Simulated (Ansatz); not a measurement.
Here is the system:

```yaml
crystal:
  lattice:
    - [3.18993, 0.00000, 0.00000]
    - [-1.59497, 2.76256, 0.00000]
    - [0.00000, 0.00000, 11.98542]
  atoms:
    - { symbol: Mo, position: [0.33333, 0.66667, 0.25000] }
    - { symbol: Mo, position: [0.66667, 0.33333, 0.75000] }
    - { symbol: Se, position: [0.33333, 0.66667, 0.60964] }
    - { symbol: Se, position: [0.66667, 0.33333, 0.10964] }
    - { symbol: Se, position: [0.66667, 0.33333, 0.39036] }
    - { symbol: Se, position: [0.33333, 0.66667, 0.89036] }
```

No spin polarisation.

Method: PBE-D3(BJ)/PAW in Ansatz (a first-principles code), spin-orbit coupling left out. Settings: 12×12×3 k-points, 0.05 eV Fermi–Dirac smearing.

Problem. Estimate the band gap.

Solution. 0.34 eV.

Problem. Estimate the valence-band top at Γ (three highest levels, from the VBM).

Solution. 0.00, -0.28, -1.55 eV.

Load acts through the strain it causes; cell and atoms are relaxed under it. Stability against distortions was not tested. No other phases were tried under pressure. The cell was made from MoSe₂ in the 2H-MoS2 type structure (space group P6_3/mmc, No. 194; layered, stacked along the Cartesian z axis) by this change: pressure 9 GPa.
